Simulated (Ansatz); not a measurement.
How far PBE and r2SCAN part for Hf, isotropic strain −0.90 %

Consider Hf in the hcp (Mg type) structure (space group P6_3/mmc, No. 194; a = 3.204 Å, c = 5.073 Å; relaxed with 0.1 eV smearing).

(Cell as relaxed with PBE.)

Levels (all Ansatz, an electronic-structure program, PAW): PBE (420 eV, no spin-orbit coupling); r2SCAN (500 eV, no spin-orbit coupling).

Each level relaxes its own structure.

```json
[
 {"base": "volume per atom", "PBE": "22.55 Å³", "r2SCAN": "22.36 Å³"},
 {"base": "lattice parameter a", "PBE": "3.204 Å", "r2SCAN": "3.198 Å"},
 {"base": "band gap", "PBE": "zero", "r2SCAN": "zero"}
]
```

Modification: the cell is scaled by 0.9910 in all directions, atoms relaxed at fixed cell.

```csv
quantity,PBE,r2SCAN
energy relative to the base (free energy F),+5.6 meV/atom,[?]
band gap,zero,[?]
"pressure (mean of the normal stresses, compression positive)",3.0 GPa,[?]
```

**Question.** What does r2SCAN give?

**Answer.** 
- energy relative to the base (free energy F), r2SCAN: +5.7 meV/atom
- band gap, r2SCAN: zero
- pressure (mean of the normal stresses, compression positive), r2SCAN: 3.1 GPa

The two agree on the band gap. Neither level is exact; r2SCAN is the comparison here, not a measurement.

Stability against distortions was not tested. All final runs are without spin polarisation.
